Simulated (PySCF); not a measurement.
PySCF 2.14.0, PBE0/def2-svp, df: Hf(OMe)(NH2)2(Me) (C[O][Hf]([CH3])([NH2])[NH2]), 16 atoms. The geometry is a generated start, not checked to be a minimum at this level.

| Item | Result |
|---|---|
| task | energy |
| method | pbe0 |
| basis | def2-svp |
| two-electron scheme | density fitting |
| mol.max_memory | 3000 MB |
| mf.max_cycle | 100 |
| mf.conv_tol | 1e-09 (default) |
| mf.grids.level | 3 (default) |
| effective core potentials | those of the basis set, past Kr |
| basis functions | 152 |
| grid points | 192000 |

```xyz
16

Hf     0.4479     0.1536     0.2714
O      0.5404    -0.6130    -1.4720
C     -0.7196    -0.8227    -2.0220
H     -1.4958    -0.2429    -1.4799
H     -0.7292    -0.5120    -3.0765
H     -0.9894    -1.8891    -1.9897
N      2.2917     0.3706     1.0877
H      2.3751     0.8225     2.0003
H      3.0329     0.7627     0.5017
N     -0.2944     2.0212    -0.0427
H      0.1313     2.8065     0.4587
H     -0.2592     2.2863    -1.0289
C     -0.8926    -1.1026     1.5298
H     -0.7873    -2.1662     1.2698
H     -1.9523    -0.8474     1.3838
H     -0.6994    -1.0276     2.6086
```

Charge 0 and multiplicity 1 are set for this test and not shown to be the ground state.

With the defaults (mf.DIIS = CDIIS, mf.diis = true, mf.init_guess = minao, mf.diis_damp = 0, mf.level_shift = 0, mf.damp = 0, mf.diis_start_cycle = 1, mf.diis_space = 8) it converges in 13 Fock builds. One run each on 2 threads, 1 BLAS thread, with these changes:
- mf.level_shift = 0.3 Hartree
- mf.level_shift = 1 Hartree
- mf.init_guess = mod_huckel
- mf.init_guess = huckel
- mf.damp = 0.7, mf.diis_start_cycle = 8
- mf.DIIS = EDIIS
- mf.diis = false
- mf.diis_damp = 0.3
- mf.diis_space = 5

### Question
Which of these changes keep the SCF from converging, or lead it to another solution?

### Answer
No convergence: mf.DIIS = EDIIS; mf.diis = false (the run ends without SCF convergence in 100 cycles). The rest reach the solution of the defaults.

| setting | Fock builds | end |
|---|---|---|
| mf.diis_damp = 0.3 | 12 | same solution |
| the defaults | 13 | same solution |
| mf.diis_space = 5 | 14 | same solution |
| mf.init_guess = mod_huckel | 15 | same solution |
| mf.init_guess = huckel | 15 | same solution |
| mf.damp = 0.7, mf.diis_start_cycle = 8 | 16 | same solution |
| mf.level_shift = 0.3 Hartree | 18 | same solution |
| mf.level_shift = 1 Hartree | 38 | same solution |
| mf.DIIS = EDIIS | 101 | no convergence |
| mf.diis = false | 101 | no convergence |
